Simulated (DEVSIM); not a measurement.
Device: abrupt Si p-n junction, at 300 K.

```csv
layer (left to right),material,thickness (μm),Nd (cm⁻³),Na (cm⁻³),τn (s),τp (s)
1,Si,0.300,-,1.3e19,0.00094,0.00094
2,Si,270,8.8e16,-,0.00094,0.00094
```

Left contact: ohmic. Right contact: ohmic. Voltage is applied to the left contact. Recombination: SRH at mid-gap, Auger. Gap narrowing is on: ΔEg = 6.92 meV × (l + √(l² + 0.5)), l = ln(N/1.3e17 cm⁻³), shared equally by both band edges. Mobility is constant in doping.

The device is made up for the run: typed textbook-type constants, with dimensions and the other settings drawn at random. Values at 300 K.

| parameter | Si |
|---|---|
| gap (eV) | 1.124 |
| affinity (eV) | 4.05 |
| permittivity | 11.7 |
| Nc (cm⁻³) | 2.86e19 |
| Nv (cm⁻³) | 3.1e19 |
| μn (cm²/Vs) | 1417 |
| μp (cm²/Vs) | 470 |
| Cn (cm⁶/s) | 2.8e-31 |
| Cp (cm⁶/s) | 9.9e-32 |

Model (solved in DEVSIM): 1D drift-diffusion, Boltzmann statistics, complete ionisation; no tunnelling, impact ionisation, image-force lowering or self-heating.

Q: Tabulate band edges, carrier densities and field at zero bias.

A: Energies count from the Fermi level of the right contact; mesh points crowd at the junctions.

| x (μm) | Ec (eV) | Ev (eV) | n (cm⁻³) | p (cm⁻³) | field (V/cm) |
|---|---|---|---|---|---|
| 0.000 | 1.037 | -0.022 | 110 | 1.3e19 | ≈ 0 |
| 0.03435 | 1.037 | -0.022 | 110 | 1.3e19 | ≈ 0 |
| 0.1096 | 1.037 | -0.022 | 110 | 1.3e19 | ≈ 0 |
| 0.2217 | 1.037 | -0.022 | 110 | 1.3e19 | ≈ 0 |
| 0.2916 | 1.037 | -0.022 | 110 | 1.3e19 | -270 |
| 0.3203 | 0.752 | -0.369 | 6700000 | 1.9e13 | -130000 |
| 0.3892 | 0.211 | -0.910 | 8.1e15 | 16000 | -32000 |
| 0.6772 | 0.150 | -0.972 | 8.8e16 | 1500 | ≈ 0 |
| 1.302 | 0.150 | -0.972 | 8.8e16 | 1500 | ≈ 0 |
| 3.008 | 0.150 | -0.972 | 8.8e16 | 1500 | ≈ 0 |
| 7.261 | 0.150 | -0.972 | 8.8e16 | 1500 | ≈ 0 |
| 25.03 | 0.150 | -0.972 | 8.8e16 | 1500 | ≈ 0 |
| 63.56 | 0.150 | -0.972 | 8.8e16 | 1500 | ≈ 0 |
| 155.6 | 0.150 | -0.972 | 8.8e16 | 1500 | ≈ 0 |
| 238.0 | 0.150 | -0.972 | 8.8e16 | 1500 | ≈ 0 |
| 257.7 | 0.150 | -0.972 | 8.8e16 | 1500 | ≈ 0 |
| 265.4 | 0.150 | -0.972 | 8.8e16 | 1500 | ≈ 0 |
| 268.4 | 0.150 | -0.972 | 8.8e16 | 1500 | ≈ 0 |
| 269.8 | 0.150 | -0.972 | 8.8e16 | 1500 | ≈ 0 |
| 270.1 | 0.150 | -0.972 | 8.8e16 | 1500 | ≈ 0 |
| 270.2 | 0.150 | -0.972 | 8.8e16 | 1500 | ≈ 0 |
| 270.3 | 0.150 | -0.972 | 8.8e16 | 1500 | ≈ 0 |
